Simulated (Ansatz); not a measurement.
Consider ZrN in the rock salt structure (space group Fm-3m, No. 225; a = 4.553 Å; relaxed with 0.1 eV smearing). Axes: x, y, z lie along the cube axes.

All numbers come from Ansatz (an electronic-structure program), PBEsol, PAW, cutoff 420 eV, no spin-orbit coupling, earlier PAW set.

Strains are applied to the cell and any free atomic positions relax; under biaxial strain the out-of-plane vector relaxes too.

One change was made to it. Results:

```tsv
quantity	base	after
pressure	0.0 GPa	9.6 GPa
energy relative to the base (free energy F)	0 meV/atom	+11 meV/atom
```

Question: What was done to the base?
A. isotropic strain −1.10 %
B. uniaxial strain ε_xx = −5.89 %
C. biaxial strain −0.82 %, plane normal [001], relaxed out of plane
D. biaxial strain −1.13 %, plane normal [110], relaxed out of plane
E. biaxial strain +1.21 %, plane normal [111], relaxed out of plane

Answer: A, isotropic strain −1.10 %. For comparison, the energy relative to the base in the other runs: biaxial strain +1.21 %, plane normal [111], relaxed out of plane gives +4.9 meV/atom; biaxial strain −0.82 %, plane normal [001], relaxed out of plane gives +3.3 meV/atom; biaxial strain −1.13 %, plane normal [110], relaxed out of plane gives +5.0 meV/atom; uniaxial strain ε_xx = −5.89 % gives +94 meV/atom.

Whether these cells are dynamically stable was not tested. The final runs are not spin-polarised. An odd electron count without spin: ZrN.
